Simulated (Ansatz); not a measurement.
The starting structures come from a database of crystals and need not be the phases stable at ambient conditions.

The decay constant κ of evanescent states in the gap governs leakage through a thin film.

```yaml
crystal:
  lattice:
    - [4.34901, 0.00000, 0.00000]
    - [2.17450, 9.69083, 0.00000]
    - [0.00000, 0.00000, 13.38214]
  atoms:
    - { symbol: Ba, position: [0.88600, 0.22800, 0.81310] }
    - { symbol: Ba, position: [0.11400, 0.77200, 0.31310] }
    - { symbol: Ba, position: [0.87190, 0.25620, 0.19180] }
    - { symbol: Ba, position: [0.12810, 0.74380, 0.69180] }
    - { symbol: In, position: [0.56160, 0.87680, 0.05240] }
    - { symbol: In, position: [0.43840, 0.12320, 0.55240] }
    - { symbol: Sb, position: [0.78130, 0.43740, 0.47750] }
    - { symbol: Sb, position: [0.21870, 0.56260, 0.97750] }
    - { symbol: Se, position: [0.95430, 0.09140, 0.44100] }
    - { symbol: Se, position: [0.04570, 0.90860, 0.94100] }
    - { symbol: Se, position: [0.71750, 0.56500, 0.83670] }
    - { symbol: Se, position: [0.28250, 0.43500, 0.33670] }
    - { symbol: Se, position: [0.69000, 0.62000, 0.13010] }
    - { symbol: Se, position: [0.31000, 0.38000, 0.63010] }
    - { symbol: Se, position: [0.64510, 0.70980, 0.49970] }
    - { symbol: Se, position: [0.35490, 0.29020, 0.99970] }
    - { symbol: Se, position: [0.49800, 0.00400, 0.22300] }
    - { symbol: Se, position: [0.50200, 0.99600, 0.72300] }
```

Space group of this cell: Cmc2_1. The cell is taken as given; by r2SCAN its mean pressure is -1.2 GPa.

Transport runs along the normal of the first two printed cell vectors.

No gap correction and no spin-orbit coupling; mid-gap values are interpolated between computed energies.

Question: Give the band gap and the smallest decay constant κ at mid-gap that Ansatz (an electronic-structure program) with r2SCAN yields.

Answer: Gap 1.06 eV on a 8×8×4 mesh; κ = 0.152 1/Å, at the zone centre.
